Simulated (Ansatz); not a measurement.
Defect migration in monoclinic ZrO2: interstitial K, charge state +1. These are PBE, PAW (plane waves to 420 eV; Ansatz, a first-principles code) values and carry that method's errors.

Cell of 96 host sites held at the relaxed PBE lattice; the Γ point alone; Fermi-Dirac width 0.01 eV, spin-restricted; finite-size errors left in. Energies are static. The charge state is imposed; whether it is stable for some Fermi level was not computed. Sites that were not tried may lie lower.

Barriers: single points on a 2×2×2 k-point mesh shifted by half a step at the bands' geometries.

Relaxed starting cell (atoms counted from 1):

```
CELL_PARAMETERS angstrom
     10.37868     0.00000     0.00000
      0.00000    10.48354     0.00000
     -1.80708     0.00000    10.60481
ATOMIC_POSITIONS crystal
  Zr 0.13701 0.22648 0.35329
  Zr 0.13805 0.22867 0.85534
  Zr 0.13261 0.72942 0.35772
  Zr 0.14004 0.72925 0.85770
  Zr 0.63418 0.22778 0.35574
  Zr 0.63906 0.22927 0.85187
  Zr 0.64145 0.73243 0.35283
  Zr 0.63875 0.72927 0.85201
  Zr 0.36072 0.26033 0.14356
  Zr 0.36129 0.26723 0.64713
  Zr 0.36522 0.78489 0.14091
  Zr 0.36226 0.77115 0.64731
  Zr 0.86275 0.27207 0.14511
  Zr 0.86128 0.27027 0.64277
  Zr 0.86076 0.77569 0.14493
  Zr 0.86239 0.77281 0.64406
  Zr 0.34880 0.47550 0.41692
  Zr 0.36550 0.47286 0.89484
  Zr 0.36171 0.97641 0.39565
  Zr 0.36381 0.98062 0.89193
  Zr 0.86148 0.47840 0.39354
  Zr 0.86750 0.47893 0.88908
  Zr 0.86078 0.98156 0.39418
  Zr 0.86256 0.97849 0.89325
  Zr 0.13566 0.02116 0.10410
  Zr 0.13701 0.02131 0.60407
  Zr 0.13350 0.52394 0.10980
  Zr 0.13284 0.52159 0.61264
  Zr 0.64138 0.02505 0.10334
  Zr 0.63707 0.02024 0.60382
  Zr 0.65585 0.52257 0.09091
  Zr 0.63930 0.52350 0.60230
  O  0.03230 0.08729 0.42439
  O  0.03215 0.08760 0.92439
  O  0.03205 0.58687 0.42892
  O  0.03857 0.58596 0.92602
  O  0.53410 0.08057 0.42385
  O  0.53379 0.08927 0.92240
  O  0.53077 0.58942 0.42564
  O  0.53656 0.58527 0.92208
  O  0.48275 0.39137 0.05669
  O  0.46622 0.41285 0.57801
  O  0.46557 0.92361 0.07320
  O  0.46706 0.91107 0.57495
  O  0.96725 0.41492 0.07463
  O  0.96445 0.41374 0.57581
  O  0.96676 0.91479 0.07372
  O  0.96793 0.91298 0.57353
  O  0.46076 0.32422 0.33444
  O  0.46977 0.33739 0.81701
  O  0.46715 0.83481 0.32305
  O  0.46833 0.83689 0.82568
  O  0.96787 0.33749 0.32457
  O  0.96989 0.33685 0.82346
  O  0.96560 0.84062 0.32282
  O  0.96826 0.83753 0.82470
  O  0.03262 0.16397 0.17453
  O  0.03345 0.16296 0.67476
  O  0.02835 0.66587 0.17456
  O  0.03186 0.66403 0.67829
  O  0.53234 0.16030 0.17628
  O  0.53257 0.16164 0.67288
  O  0.55247 0.68695 0.15937
  O  0.53277 0.66295 0.67489
  O  0.21902 0.36648 0.49565
  O  0.22986 0.37056 0.99241
  O  0.22586 0.86853 0.48842
  O  0.22668 0.87280 0.98684
  O  0.72400 0.37231 0.48490
  O  0.73178 0.37473 0.98251
  O  0.72596 0.87213 0.48694
  O  0.72486 0.87343 0.98706
  O  0.27385 0.12604 0.01044
  O  0.27494 0.12525 0.51011
  O  0.28250 0.62727 0.02404
  O  0.27273 0.62345 0.52181
  O  0.77527 0.13133 0.01079
  O  0.77370 0.12853 0.51123
  O  0.78246 0.63110 0.00547
  O  0.77522 0.62943 0.50926
  O  0.27375 0.12033 0.25977
  O  0.27540 0.12302 0.76140
  O  0.26272 0.62315 0.27368
  O  0.27419 0.62223 0.76840
  O  0.77562 0.12522 0.26057
  O  0.77481 0.12149 0.76082
  O  0.77867 0.62195 0.25902
  O  0.77577 0.62155 0.75815
  O  0.22662 0.37908 0.24177
  O  0.22597 0.37794 0.74197
  O  0.22575 0.88022 0.23655
  O  0.22607 0.87959 0.73789
  O  0.72365 0.38135 0.23411
  O  0.72733 0.37847 0.73431
  O  0.72654 0.88408 0.23885
  O  0.72583 0.87772 0.73668
  K  0.44069 0.51762 0.21505
```
Cell charge +1.

End state 1 differs by these moves (Å; atoms that move under 0.08 Å are left out):

```csv
atom,element,Δx,Δy,Δz
5,Zr,0.01,-0.13,0.02
7,Zr,-0.02,0.08,0.03
9,Zr,-0.02,0.08,0.03
11,Zr,0.01,-0.13,0.02
17,Zr,-0.02,0.03,-0.09
21,Zr,0.07,-0.02,-0.05
27,Zr,0.07,-0.02,-0.05
31,Zr,-0.02,0.03,-0.09
39,O,-0.16,0.21,0.18
41,O,-0.16,0.21,0.18
49,O,-0.14,-0.11,0.06
50,O,-0.03,0.00,0.08
63,O,-0.14,-0.11,0.06
64,O,-0.03,0.00,0.08
69,O,-0.04,0.01,-0.11
75,O,-0.04,0.01,-0.11
83,O,0.17,-0.04,-0.09
93,O,0.17,-0.04,-0.09
97,K,1.12,-0.36,0.73
```

### Question
Estimate the forward and backward barriers to end state 1 that PBE, PAW returns for this input.

### Answer
forward 0.23 eV, backward 0.23 eV; at the saddle point atom 97 has neighbours 2 O at 2.28, 2 O at 2.30, 2 O at 2.67; 2 Zr at 2.61 Å. The saddle point's order was not checked, and it lies on a symmetry element of the cell, where a band can be held.
